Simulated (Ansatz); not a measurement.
The parent structure is Cu$_{3}$N (space group Pm-3m, No. 221; a = 3.8269 Å). Axes: x, y, z lie along the cube axes.

Calculations: Ansatz (a quantum-chemistry and plane-wave program) PBE, no SOC.

For the base:

* **Shortest interatomic distance**: 1.913 Å

Perturbation: biaxial strain −2.00 %, plane normal [111], relaxed out of plane (Cartesian); in-plane vectors clamped, the third vector and the atoms free.

Question: Estimate the effect on the in-plane stress and shortest interatomic distance.

Answer: The mean in-plane stress (compression positive) comes out as +2.0 GPa; the shortest interatomic distance decreases by 0.006 Å to 1.907 Å.

Stability against distortions was not tested. The final runs are not spin-polarised.
